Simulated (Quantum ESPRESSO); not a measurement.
Quick settings and what they miss: AlCr₂C (P6_3/mmc, 8 atoms in the cell)

Self-consistent single point.

```
CELL_PARAMETERS angstrom
      2.82566     0.00000     0.00000
     -1.41283     2.44710     0.00000
      0.00000     0.00000    12.60389
ATOMIC_POSITIONS crystal
  Al 0.66667 0.33333 0.25000
  Al 0.33333 0.66667 0.75000
  Cr 0.33333 0.66667 0.41494
  Cr 0.66667 0.33333 0.58506
  Cr 0.66667 0.33333 0.91494
  Cr 0.33333 0.66667 0.08506
  C  0.00000 0.00000 0.50000
  C  0.00000 0.00000 0.00000
```

Method: PBE, SSSP 1.1.2 efficiency (PBE) pseudopotentials (plane waves; Quantum ESPRESSO).

Base settings: ecutwfc = 50 Ry; ecutrho = 400 Ry; occupations = smearing; smearing = mp; degauss = 0.0073499 Ry; K_POINTS = automatic 9 9 2 0 0 0; conv_thr = 1e-10 Ry.

Tight run (finer mesh or higher cutoff; not a proven limit): ecutwfc: 50 Ry → 70 Ry; ecutrho: 400 Ry → 560 Ry; conv_thr: 1e-10 Ry → 7.3e-11 Ry; K_POINTS: automatic 9 9 2 0 0 0 → automatic 13 13 3 0 0 0. It gave Fermi level (on the code's own zero) 15.14 eV; pressure 3.49 GPa; largest force (vector length) 0.002 eV/Å.

Quick runs, as changes from the base:
- A: the base itself
- B: ecutwfc: 50 Ry → 35 Ry; ecutrho: 400 Ry → 280 Ry; smearing: mp → fd; degauss: 0.0073499 Ry → 0.0099958 Ry; K_POINTS: automatic 9 9 2 0 0 0 → automatic 4 4 4 0 0 0
- C: ecutwfc: 50 Ry → 30 Ry; ecutrho: 400 Ry → 240 Ry; smearing: mp → cold; degauss: 0.0073499 Ry → 0.036749 Ry; pseudopotentials: {Al: Al.pbe-n-kjpaw_psl.1.0.0.UPF, Cr: cr_pbe_v1.5.uspp.F.UPF, C: C.pbe-n-kjpaw_psl.1.0.0.UPF} → {Al: al_lda_v1.uspp.F.UPF, Cr: cr_lda_v1.5.uspp.F.UPF, C: c_lda_v1.2.uspp.F.UPF}; K_POINTS: automatic 9 9 2 0 0 0 → automatic 6 6 6 1 1 1 [LDA (PZ)]
- D: pseudopotentials: {Al: Al.pbe-n-kjpaw_psl.1.0.0.UPF, Cr: cr_pbe_v1.5.uspp.F.UPF, C: C.pbe-n-kjpaw_psl.1.0.0.UPF} → {Al: al_lda_v1.uspp.F.UPF, Cr: cr_lda_v1.5.uspp.F.UPF, C: c_lda_v1.2.uspp.F.UPF}; K_POINTS: automatic 9 9 2 0 0 0 → automatic 4 4 4 0 0 0 [LDA (PZ)]
- E: ecutwfc: 50 Ry → 25 Ry; ecutrho: 400 Ry → 200 Ry; conv_thr: 1e-10 Ry → 7.3e-06 Ry; pseudopotentials: {Al: Al.pbe-n-kjpaw_psl.1.0.0.UPF, Cr: cr_pbe_v1.5.uspp.F.UPF, C: C.pbe-n-kjpaw_psl.1.0.0.UPF} → {Al: al_lda_v1.uspp.F.UPF, Cr: cr_lda_v1.5.uspp.F.UPF, C: c_lda_v1.2.uspp.F.UPF}; K_POINTS: automatic 9 9 2 0 0 0 → automatic 4 4 4 0 0 0 [LDA (PZ)]
- F: ecutwfc: 50 Ry → 40 Ry; ecutrho: 400 Ry → 320 Ry; K_POINTS: automatic 9 9 2 0 0 0 → automatic 2 2 2 0 0 0

Energies are extrapolated to zero smearing width, which holds to low order in the width alone (under cold and Methfessel-Paxton smearing the free energy itself is taken).

Dashes: energy of C, D, E, another energy zero; pressure of E, not trusted under this conv_thr with d or f elements.

† marks runs with another functional, U, potentials or spin treatment: their distance from the tight run is not a convergence error alone.

The count of work is k-points × plane waves × bands × iterations; it is no time. Core times come from one kind of shared machine and are given to one figure; runs under 30 s give none.

The starting cell comes from a database of computed structures (which also holds hypothetical and non-ambient phases and stackings), without a prior relaxation at this level. Its lattice was rescaled by a random factor within 2.5 % of one. Spin polarisation is off. In the base run, with a pressure of about 4 GPa the cell is away from its equilibrium volume at this level.

| run | energy less tight (meV/atom) | pressure less tight (GPa) | largest miss in a force vector (eV/Å) | count of work / tight | core time / tight (rough) |
|---|---|---|---|---|---|
| A | 2.0 | 0.02 | 0.001 | 0.35 | 0.4 |
| B | 18.2 | -1.09 | 0.455 | 0.11 | 0.2 |
| C† | – | -14.71 | 0.480 | 0.27 | 0.2 |
| D† | – | -11.88 | 0.991 | 0.20 | 0.2 |
| E† | – | – | 0.985 | 0.072 | 0.08 |
| F | 176.4 | 7.81 | 0.556 | 0.042 | 0.1 |

Among the runs at the tight run's level, the energy misses run from 2.0 to 176.4 meV/atom.
